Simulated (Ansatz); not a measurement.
The starting structures come from a database of crystals and need not be the phases stable at ambient conditions.

 Where the default PAW files enter, the runs use the earlier of Ansatz's two default sets.

Evanescent states of InP (P6_3mc, wurtzite, not sure to be the ambient phase, 4 atoms a cell, 25.7 Å³ an atom) along the normal of (001)

Computed with r2SCAN (plane waves, PAW; Ansatz, a quantum-chemistry and plane-wave program).

The gap is the functional's own. No spin-orbit coupling. Mid-gap values are interpolated on the energy grid.

Energies count from the valence-band top; κ is the least over a 12×12 mesh across the current.

```csv
E (eV),κ (1/Å),where
0.04,0.046,Γ
0.10,0.054,Γ
0.17,0.061,Γ
0.24,0.065,Γ
0.32,0.069,Γ
0.39,0.071,Γ
0.46,0.072,Γ
0.53,0.073,Γ
0.59,0.072,Γ
0.67,0.070,Γ
0.73,0.068,Γ
0.81,0.064,Γ
0.88,0.058,Γ
0.94,0.050,Γ
1.01,0.039,Γ
1.08,0.018,Γ
```

Problem. How thick must the barrier be to attenuate the transmission by 10^8 when the electrodes' Fermi level lies at 0.24 eV, and what attenuation does that film give at 0.59 eV?

Solution. d = 8 ln 10 / (2 × 0.065) = 141.7 Å. At 0.59 eV it gives 8 × 0.072/0.065 = 8.9 decades.
